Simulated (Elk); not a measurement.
## Worked example: self-consistent single point of YAl₃Ag (Imm2, 5 atoms in the cell) in Elk

Method: LDA (PW92), all-electron FP-LAPW, Elk's shipped species files, default APW+lo basis (Elk).

Input as run:

```
tasks
  0

rmtscf
  0.98

swidth
  0.00183747

maxscl
  100

scale
  1.889726125

avec
   -2.1098980000    2.1188900000    5.7084470000
    2.1098980000   -2.1188900000    5.7084470000
    2.1098980000    2.1188900000   -5.7084470000

atoms
  3
  'Y.in'
  1
  0.0001400000  0.0001400000  0.0000000000    0.0 0.0 0.0
  'Al.in'
  3
  0.2498500000  0.7498500000  0.5000000000    0.0 0.0 0.0
  0.6096600000  0.6096600000  0.0000000000    0.0 0.0 0.0
  0.3901400000  0.3901400000  0.0000000000    0.0 0.0 0.0
  'Ag.in'
  1
  0.7502000000  0.2502000000  0.5000000000    0.0 0.0 0.0

ngridk
  7 7 7
```

The program printed (abridged):

```
│ Elk code version 10.2.4 │

All units are atomic (Hartree, Bohr, etc.)

│ Ground-state run starting from atomic densities │

Lattice vectors :
  -3.987129372       4.004121789       10.78740143
   3.987129372      -4.004121789       10.78740143
   3.987129372       4.004121789      -10.78740143

Unit cell volume      :    688.8813665
Brillouin zone volume :   0.3600768224

Muffin-tin inner radius fraction :   0.1000000000E-01

Nuclei treated as point charges

Species :    1 (Y)
 parameters loaded from : Y.in
 name : yttrium
 nuclear charge    :   -39.00000000
 electronic charge :    39.00000000
 atomic mass :    162065.4502
 muffin-tin radius :    2.548000000
 number of radial points in muffin-tin :    597
 atomic positions (lattice), magnetic fields (Cartesian) :
   1 :   0.00000000  0.00000000  0.00000000    0.00000000  0.00000000  0.00000000

Species :    2 (Al)
 parameters loaded from : Al.in
 name : aluminium
 nuclear charge    :   -13.00000000
 electronic charge :    13.00000000
 atomic mass :    49184.33492
 muffin-tin radius :    2.156000000
 number of radial points in muffin-tin :    397
 atomic positions (lattice), magnetic fields (Cartesian) :
   1 :   0.24971000  0.74971000  0.50000000    0.00000000  0.00000000  0.00000000
   2 :   0.60952000  0.60952000  0.00000000    0.00000000  0.00000000  0.00000000
   3 :   0.39000000  0.39000000  0.00000000    0.00000000  0.00000000  0.00000000

Species :    3 (Ag)
 parameters loaded from : Ag.in
 name : silver
 nuclear charge    :   -47.00000000
 electronic charge :    47.00000000
 atomic mass :    196631.6997
 muffin-tin radius :    2.548000000
 number of radial points in muffin-tin :    597
 atomic positions (lattice), magnetic fields (Cartesian) :
   1 :   0.75006000  0.25006000  0.50000000    0.00000000  0.00000000  0.00000000

Total number of atoms per unit cell :    5

Spin treatment :
 spin-unpolarised

Number of Bravais lattice symmetries :    8
   [... lines left out ...]
Maximum |G| for potential and density :    12.00000000
 potential will be trimmed for |G| > 2 gkmax
Constant for pseudocharge density :    8
Radial integration step length :    4

G-vector grid sizes :     48    48    48
Number of G-vectors :    20117

Maximum angular momentum used for
 APW functions                      :    8
 outer part of muffin-tin           :    6
 inner part of muffin-tin           :    1

Total nuclear charge    :   -125.0000000
Total core charge       :    68.00000000
Total valence charge    :    57.00000000
Total excess charge     :    0.000000000
Total electronic charge :    125.0000000

Effective Wigner radius, rₛ :    1.095759569

Number of empty states         :   20
Total number of valence states :   49
Total number of core states    :   68

Total number of local-orbitals :   52

Exchange-correlation functional :      3     0     0
 Perdew-Wang/Ceperley-Alder, Phys. Rev. B 45, 13244 (1992)
 gradient requirement :    0
 local density approximation (LDA)

Smearing type :    3
 Fermi-Dirac
Smearing width :   0.1837470000E-02
Effective electronic temperature (K) :    580.2271348

Mixing type :    3
 Broyden mixing, J. Phys. A: Math. Gen. 17, L317 (1984)

Kohn-Sham potential initialised from atomic data
│ Self-consistent loop started │
│ Loop number : 1 │
 total energy                :     -9397.98066824
│ Loop number : 2 │
 total energy                :     -9399.35170650
RMS change in Kohn-Sham potential (target) :   0.2588365433     (  0.1000000000E-05)
Absolute change in total energy (target)   :    1.371038259     (  0.1000000000E-03)
│ Loop number : 3 │
 total energy                :     -9407.50657797
RMS change in Kohn-Sham potential (target) :   0.1720123321     (  0.1000000000E-05)
Absolute change in total energy (target)   :    8.497631044     (  0.1000000000E-03)
│ Loop number : 4 │
 total energy                :     -9414.98579588
RMS change in Kohn-Sham potential (target) :   0.8386479520E-01 (  0.1000000000E-05)
Absolute change in total energy (target)   :    9.603625672     (  0.1000000000E-03)
│ Loop number : 5 │
 total energy                :     -9418.35534856
RMS change in Kohn-Sham potential (target) :   0.4072039448E-01 (  0.1000000000E-05)
Absolute change in total energy (target)   :    5.770459090     (  0.1000000000E-03)
   [... lines left out ...]
Absolute change in total energy (target)   :   0.5538678362E-02 (  0.1000000000E-03)
│ Loop number : 13 │
 total energy                :     -9420.19221108
RMS change in Kohn-Sham potential (target) :   0.1434706070E-05 (  0.1000000000E-05)
Absolute change in total energy (target)   :   0.4128771012E-02 (  0.1000000000E-03)
│ Loop number : 14 │
 total energy                :     -9420.19225937
RMS change in Kohn-Sham potential (target) :   0.4453577483E-06 (  0.1000000000E-05)
Absolute change in total energy (target)   :   0.1080480693E-02 (  0.1000000000E-03)
│ Loop number : 15 │
 total energy                :     -9420.19221196
RMS change in Kohn-Sham potential (target) :   0.2363087201E-06 (  0.1000000000E-05)
Absolute change in total energy (target)   :   0.2227119076E-03 (  0.1000000000E-03)
│ Loop number : 16 │
 total energy                :     -9420.19221197
RMS change in Kohn-Sham potential (target) :   0.7203246839E-07 (  0.1000000000E-05)
Absolute change in total energy (target)   :   0.5569420682E-04 (  0.1000000000E-03)
Convergence targets achieved

│ Loop number : 17 │

Energies :
 Fermi                       :     0.236775891637
 sum of eigenvalues          :     -5570.44210092
 electron kinetic            :      9770.30768909
 core electron kinetic       :      9327.56653976
 Coulomb                     :     -18887.0476170
 Coulomb potential           :     -14938.7355261
 nuclear-nuclear             :     -876.393214992
 electron-nuclear            :     -21082.5732779
 Hartree                     :      3071.91887586
 Madelung                    :     -11417.6798539
 xc potential                :     -402.014263862
 exchange                    :     -292.439747092
 correlation                 :     -11.0122014943
 electron entropic           :    -0.339558698283E-03
 total energy                :     -9420.19221606

Density of states at Fermi energy :    29.02273811
 (states/Hartree/unit cell)

Estimated indirect band gap :   0.2207391122E-02
 from k-point     98 to k-point     51
Estimated direct band gap   :   0.1178523960E-01
 at k-point     90

Charges :
 core                        :    68.00000000
 valence                     :    57.00000000
 interstitial                :    8.901896519
 muffin-tins (core leakage)
  species :    1 (Y)
   atom    1                 :    36.63922086     (  0.1256297703E-04)
  species :    2 (Al)
   atom    1                 :    11.11620294     (  0.6230298383E-03)
   atom    2                 :    11.19587278     (  0.6333977123E-03)
   atom    3                 :    11.19659100     (  0.6334976674E-03)
  species :    3 (Ag)
   atom    1                 :    45.95021590     (  0.2155445600E-08)
 total in muffin-tins        :    116.0981035
 total calculated charge     :    124.9772290
 total charge                :    125.0000000
 error                       :   0.2277095791E-01

│ Self-consistent loop stopped │
```

The run converged in 17 iterations. The count includes the last loop, which Elk runs after its targets are met.

The starting cell comes from a database of computed structures (which also holds hypothetical and non-ambient phases and stackings), without a prior relaxation at this level. Its lattice was rescaled by a random factor within 2.5 % of one. Values depend on the basis (sphere radii, cutoffs, local orbitals), which need not be converged. The log's line on a gap gives a spacing of levels on this mesh, which the program prints for metals too.

Cost on one core of a shared machine: roughly 2 min.
